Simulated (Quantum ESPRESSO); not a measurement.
Variants of one calculation on KCrF₃ (C2/m, 10 atoms in the cell)

```
CELL_PARAMETERS angstrom
      4.03812    -4.34133     0.00000
      4.03812     4.34133     0.00000
     -4.03164     0.00000     4.30663
ATOMIC_POSITIONS crystal
  F  0.79800 0.79800 0.03700
  F  0.20200 0.20200 0.96300
  F  0.73050 0.26950 0.50000
  F  0.26950 0.73050 0.50000
  F  0.28000 0.28000 0.55800
  F  0.72000 0.72000 0.44200
  Cr 0.00000 0.00000 0.50000
  K  0.25160 0.74840 0.00000
  K  0.74840 0.25160 0.00000
  Cr 0.50000 0.50000 0.50000
```
Moments meant for the start (each program seeds them in its own way; μB, in the order of the atoms F F F F F F Cr K K Cr): 0.0 0.0 0.0 0.0 0.0 0.0 3.0 0.0 0.0 3.0.

Base run A: Quantum ESPRESSO with PBEsol+U, SSSP 1.1.2 efficiency (PBE) pseudopotentials, self-consistent single point.

Its settings: ecutwfc = 50 Ry; ecutrho = 400 Ry; occupations = smearing; smearing = fd; degauss = 0.0099958 Ry; nspin = 2; input_dft = pbesol; potentials = {F: f_pbe_v1.4.uspp.F.UPF, Cr: cr_pbe_v1.5.uspp.F.UPF, K: K.pbe-spn-kjpaw_psl.1.0.0.UPF}; K_POINTS = automatic 2 2 3 0 0 0; HUBBARD = atomic; U Cr-3d 3.7 eV; conv_thr = 1e-09 Ry; mixing_beta = 0.2.

The starting cell comes from a database of published, mostly measured structures (it also holds non-ambient and calculated ones), without a prior relaxation at this level. Its lattice was rescaled by a random factor within 2.5 % of one. The magnetic order is the one reached from the typed start; others were not searched systematically. With U or open f shells several self-consistent states can exist.

ΔF is the free energy per atom less that of run A. A dash stands where there is no value to compare (another energy zero or no entropy term, no result, no spin, no clean gap, or a mesh too coarse for one). Total energies depend on the potentials, the functional and any Hubbard or dispersion term, so they are compared only between runs that share all of them.

```json
[
 {"run": "A", "change": "base", "ΔF (meV/atom)": "0.00", "pressure (GPa)": "-0.91", "largest force (eV/Å)": "0.199", "gap on the mesh (eV)": "1.735", "size of the net moment (μB/atom)": "0.80", "Hubbard energy (eV/atom)": "0.207", "k-points": "6"},
 {"run": "B", "change": "HUBBARD: atomic; U Cr-3d 3.7 eV → atomic; U Cr-3d 5 eV", "ΔF (meV/atom)": "–", "pressure (GPa)": "0.03", "largest force (eV/Å)": "0.194", "gap on the mesh (eV)": "2.445", "size of the net moment (μB/atom)": "0.80", "Hubbard energy (eV/atom)": "0.259", "k-points": "6"},
 {"run": "C", "change": "K_POINTS: automatic 2 2 3 0 0 0 → automatic 2 2 2 0 0 0", "ΔF (meV/atom)": "0.58", "pressure (GPa)": "-0.89", "largest force (eV/Å)": "0.206", "gap on the mesh (eV)": "1.678", "size of the net moment (μB/atom)": "0.80", "Hubbard energy (eV/atom)": "0.206", "k-points": "6"},
 {"run": "D", "change": "degauss: 0.0099958 Ry → 0.0147 Ry", "ΔF (meV/atom)": "-0.16", "pressure (GPa)": "-0.91", "largest force (eV/Å)": "0.193", "gap on the mesh (eV)": "1.727", "size of the net moment (μB/atom)": "0.80", "Hubbard energy (eV/atom)": "0.207", "k-points": "6"},
 {"run": "E", "change": "nosym: default → true", "ΔF (meV/atom)": "0.00", "pressure (GPa)": "-0.91", "largest force (eV/Å)": "0.199", "gap on the mesh (eV)": "1.735", "size of the net moment (μB/atom)": "0.80", "Hubbard energy (eV/atom)": "0.207", "k-points": "8"},
 {"run": "F", "change": "conv_thr: 1e-09 Ry → 7.3e-14 Ry", "ΔF (meV/atom)": "0.00", "pressure (GPa)": "-0.91", "largest force (eV/Å)": "0.199", "gap on the mesh (eV)": "1.735", "size of the net moment (μB/atom)": "0.80", "Hubbard energy (eV/atom)": "0.207", "k-points": "6"},
 {"run": "G", "change": "K_POINTS: automatic 2 2 3 0 0 0 → automatic 2 2 2 0 0 0; HUBBARD: atomic; U Cr-3d 3.7 eV → default [PBEsol]", "ΔF (meV/atom)": "–", "pressure (GPa)": "-3.35", "largest force (eV/Å)": "0.204", "gap on the mesh (eV)": "–", "size of the net moment (μB/atom)": "0.80", "Hubbard energy (eV/atom)": "–", "k-points": "6"},
 {"run": "H", "change": "mixing_beta: 0.2 → 0.6", "ΔF (meV/atom)": "0.00", "pressure (GPa)": "-0.91", "largest force (eV/Å)": "0.199", "gap on the mesh (eV)": "1.735", "size of the net moment (μB/atom)": "0.80", "Hubbard energy (eV/atom)": "0.207", "k-points": "6"}
]
```

Run C against A: The free energy is nearly the same (within 1 meV/atom), the pressure hardly changes (-0.91 to -0.89 GPa), the largest force goes from 0.199 to 0.206 eV/Å, the gap on the mesh goes from 1.735 to 1.678 eV and the size of the net moment stays at 0.80 μB/atom.

Run E against A: The free energy is nearly the same (within 1 meV/atom), the pressure stays at -0.91 GPa, the largest force stays at 0.199 eV/Å, the gap on the mesh stays at 1.735 eV and the size of the net moment stays at 0.80 μB/atom.
